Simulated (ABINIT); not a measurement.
Band structure of SiC (P6_3mc, 4 atoms in the cell).

```
SiC
1.0
    3.07351     0.00000     0.00000
   -1.53676     2.66174     0.00000
    0.00000     0.00000     5.04525
Si C
2 2
Cartesian
  0.00000   1.77449   2.52061
  1.53676   0.88725   5.04323
  0.00000   1.77449   4.41661
  1.53676   0.88725   1.89399
```

Method: PBE, norm-conserving pseudopotentials (PseudoDojo nc-sr-05 PBE standard) (plane waves; ABINIT 10.0.3).

Settings: pseudos = [Si.upf, C.upf]; ecut = 41 Ha; occopt = 3; tsmear = 0.02 eV; ngkpt = 6 6 4; nshiftk = 1; shiftk = 0 0 0; potentials = PseudoDojo nc-sr-05 PBE standard; kptopt = 1; nstep = 50; toldfe1 = 1e-09 Ha; ndtset = 2; getden2 = 1.

The starting cell comes from a database of computed structures (which also holds hypothetical and non-ambient phases and stackings), without a prior relaxation at this level.

Question: Predict the gap along the standard path and the places of the band edges.

Answer: The gap along the path is 2.28 eV, from Γ to K; the smallest direct gap on it is 3.99 eV.

Levels in eV from the top of the valence band on the SCF mesh, bands 5 to 12:
```csv
point,5,6,7,8,9,10,11,12
Γ,-1.32,-0.11,0.00,0.00,4.82,6.22,6.68,6.68
M,-5.45,-3.33,-3.30,-1.20,2.79,4.23,6.90,7.14
K,-6.27,-4.05,-4.05,-3.84,2.28,8.18,8.87,8.87
A,-0.71,-0.71,-0.71,-0.71,5.91,5.91,7.37,7.37
L,-2.45,-2.45,-2.34,-2.34,3.29,3.29,5.27,5.27
H,-5.66,-5.66,-1.74,-1.74,5.08,5.08,6.03,6.03
```
